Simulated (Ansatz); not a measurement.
**Input and output of a self-consistent single point for Tl₂CdSnTe₄ (I-42m, 8 atoms in the cell) (Ansatz, an electronic-structure program)**

Level of theory: PBEsol, default PAW files made with PBE (plane waves; Ansatz).

This input was run:

Ansatz 0.2 input:
```yaml
# Tl2CdSnTe4
crystal:
  lattice:
    - [-4.336010, 4.336010, 3.650910]
    - [4.336010, -4.336010, 3.650910]
    - [4.336010, 4.336010, -3.650910]
  atoms:
    - { symbol: Tl, position: [0.500000, 0.000000, 0.500000] }
    - { symbol: Tl, position: [0.000000, 0.500000, 0.500000] }
    - { symbol: Cd, position: [0.500000, 0.500000, 0.000000] }
    - { symbol: Sn, position: [0.000000, 0.000000, 0.000000] }
    - { symbol: Te, position: [0.420060, 0.420060, 0.360500] }
    - { symbol: Te, position: [0.579940, 0.940440, 0.000000] }
    - { symbol: Te, position: [0.059560, 0.059560, 0.639500] }
    - { symbol: Te, position: [0.940440, 0.579940, 0.000000] }
kpoints:
  mp_grid: { grid: [5, 5, 5] }
hamiltonian:
  xc: pbesol
  pseudopotentials: { kind: paw }
scf:
  occupations: { method: fermi_dirac, width: 0.05 eV }
output:
  forces: true
  eigenvalues: true
  stress: true
```

The program printed (abridged):

```
WARN basis.ecutwfc = 420 eV, the default
WARN ansatz: RAYON_NUM_THREADS=1 ignored (pool sized by the plan → 1); use --threads N
Pseudopotentials: kind: paw
Pseudopotential: Tl, paw, valence charge 13
Pseudopotential: Cd, paw, valence charge 20
Pseudopotential: Sn, paw, valence charge 14
Pseudopotential: Te, paw, valence charge 16
Crystal: 8 atoms, lattice volume = 274.563 Å³
Basis set: ecut = 420 eV, 5353 PW (Γ), exchange–correlation on 96×96×96 points (8 copies of the dense FFT grid, shifted against one another)
Bands: 75, of which v1, the nominal top of the filled ones, is band 62 counted from 1 (61 counted from 0)
Symmetry: 8 space group operations
Space group: I-42m (ITA 121), of the structure as read, at distance tolerance 6.5e-5 Å
k-points: 18 of 125 (time reversal used)
PAW frozen core: Tl, regenerated for the run's functional, and the local potential with it
PAW frozen core: Cd, regenerated for the run's functional, and the local potential with it
PAW frozen core: Sn, regenerated for the run's functional, and the local potential with it
PAW frozen core: Te, regenerated for the run's functional, and the local potential with it
Initial density: superposition of atomic densities (neutral atoms: chi_scale 0, normalization atom), corrected by the library's trained network
Initial wavefunctions: pseudopotential atomic-orbital guess
Eigensolver: davidson
Functional: x = pbesol(κ = 0.804, μ = 0.12345679012345678), c = pbesol(β = 0.046)
SCF iter   1: F=—  HF=-64333.200295 eV  |F-HF|=—  |Δ(HF+E_count)|=         —  Δρ=2.84e-3  dr2=2.78e-2  ethr=1.77e-3  ⟨swp⟩=6.2  Hψ=5092  notcnv=0  defer=22
all-band conjugate gradients solve this SCF's bands
preconditioner: auto → Resta (q_TF=auto, 2.390 Å⁻¹)
SCF iter   2: F=—  HF=-64333.193084 eV  |F-HF|=—  |Δ(HF+E_count)|=   7.21e-3  Δρ=1.20e-3  dr2=5.24e-3  ethr=2.24e-5  ⟨swp⟩=2.0  Hψ=2266  notcnv=0  defer=49
SCF iter   3: F=—  HF=-64333.192573 eV  |F-HF|=—  |Δ(HF+E_count)|=   5.11e-4  Δρ=3.36e-4  dr2=3.87e-4  ethr=4.22e-6  ⟨swp⟩=2.0  Hψ=1947  notcnv=0  defer=49
SCF iter   4: F=—  HF=-64333.192669 eV  |F-HF|=—  |Δ(HF+E_count)|=   9.60e-5  Δρ=1.29e-4  dr2=5.61e-5  ethr=3.12e-7  ⟨swp⟩=2.6  Hψ=2317  notcnv=0  defer=49
SCF iter   5: F=—  HF=-64333.192793 eV  |F-HF|=—  |Δ(HF+E_count)|=   1.24e-4  Δρ=3.45e-5  dr2=3.93e-6  ethr=4.53e-8  ⟨swp⟩=2.0  Hψ=2361  notcnv=0  defer=49
SCF iter   6: F=—  HF=-64333.192795 eV  |F-HF|=—  |Δ(HF+E_count)|=   2.11e-6  Δρ=1.26e-5  dr2=4.00e-7  ethr=3.17e-9  ⟨swp⟩=2.0  Hψ=2362  notcnv=0  defer=49
SCF iter   7: F=-64333.192795 eV  HF=-64333.192795 eV  |F-HF|=3.06e-9  |Δ(HF+E_count)|=   8.98e-8  Δρ=3.22e-6  dr2=2.87e-8  ethr=8.06e-11  ⟨swp⟩=11.6  Hψ=6664  notcnv=0
SCF 1 converged in 7 iterations: F = -64333.192795 eV  dr2 = 2.87e-8
SCF converged after 7 iterations
Free energy (F): -64333.192795 eV
Harris-Foulkes:  -64333.192795 eV  (|F-HF|=3.06e-9)
Internal energy: -64333.192592 eV  (E = F + TS)
E sigma→0 (E₀):  -64333.192694 eV
Entropy (-TS):   -0.000203 eV (-0.025 meV/atom)
Fermi energy:    7.724009 eV
--- Per-component energies (eV) ---
  E_band       = -1766.413545
  E_kinetic    = 2074.277637
  E_local      = -12556.192820  (includes V_loc(G=0)·N_el)
  E_nonlocal   = -585.138279
  E_hartree    = 6638.465984
  E_xc         = -1502.434639
  E_vxc        = -1014.244617  (∫ρ·V_xc dr)
  E_paw        = -46452.224609  (= ΣΔE_a)
  E_vpaw       = -2962.052977  (= ΣTr[D̂ρ^β])
  E_aug_tail   = -0.000651  (compensation charges beyond the density's cutoff)
  E_ewald      = -11952.147806
  E_core_change = 2.202590  (= ΣΔE_core)
  E_smearing   = -0.000203  (= −TS)
  E_closure    = 0.000000  (closes the sum)
  Σ components = -64333.192795   (vs F -64333.192795, Δ=0.00e0)
--- Forces (eV/Å), atoms counted from 1 ---
  atom   1  Tl     0.00000000     0.00000000     0.00000000
  atom   2  Tl    -0.00000000     0.00000000     0.00000000
  atom   3  Cd     0.00000000     0.00000000    -0.00000000
  atom   4  Sn     0.00000000    -0.00000000    -0.00000000
  atom   5  Te    -0.13862962    -0.13862962     0.01106416
  atom   6  Te    -0.13862962     0.13862962    -0.01106416
  atom   7  Te     0.13862962     0.13862962     0.01106416
  atom   8  Te     0.13862962    -0.13862962    -0.01106416
  max |Σ_I F_I| component: 2.78e-17 eV/Å
--- Stress (GPa, compression-positive) ---
       -2.242011      -0.000000       0.000000
       -0.000000      -2.242011      -0.000000
        0.000000       0.000000      -2.524982
  P = ⅓ Tr σ = -2.3363 GPa (-23.363 kbar)
  The stress holds the Pulay correction. Without it, at fixed plane waves, as pw.x and ABINIT print it: P = -2.3657 GPa
--- Band table (eV; the first three rows and the last of 18) ---
  k-point 0: bands = ["-94.4986", "-55.5961", "-55.5895", "-55.5895", "-28.6637", "-28.6637", "-28.6632", "-28.6627", "-28.6362", "-28.6358", "-28.6348", "-28.6348", "-28.5951", "-28.5945", "-28.5945", "-28.5944", "-28.5010", "-28.5005", "-28.5005", [...]
  k-point 1: bands = ["-94.4986", "-55.5961", "-55.5895", "-55.5895", "-28.6638", "-28.6637", "-28.6631", "-28.6628", "-28.6361", "-28.6358", "-28.6349", "-28.6348", "-28.5951", "-28.5946", "-28.5945", "-28.5944", "-28.5009", "-28.5006", "-28.5005", [...]
  k-point 2: bands = ["-94.4986", "-55.5961", "-55.5895", "-55.5895", "-28.6638", "-28.6637", "-28.6630", "-28.6628", "-28.6360", "-28.6356", "-28.6352", "-28.6348", "-28.5949", "-28.5947", "-28.5945", "-28.5944", "-28.5008", "-28.5006", "-28.5006", [...]
  k-point 17: bands = ["-94.4986", "-55.5961", "-55.5895", "-55.5895", "-28.6639", "-28.6637", "-28.6629", "-28.6628", "-28.6356", "-28.6356", "-28.6353", "-28.6352", "-28.5949", "-28.5948", "-28.5945", "-28.5944", "-28.5008", "-28.5007", [...]
```

The run converged in 7 iterations.

The starting cell comes from a database of computed structures (which also holds hypothetical and non-ambient phases and stackings), without a prior relaxation at this level. Spin-orbit coupling is off. Ansatz's pressure includes its estimate of the finite-basis (Pulay) stress. Another mesh or the band path of this cell gives a smaller gap, so this value is not converged in the mesh.

Cost on one core of a shared machine: roughly 40 s.
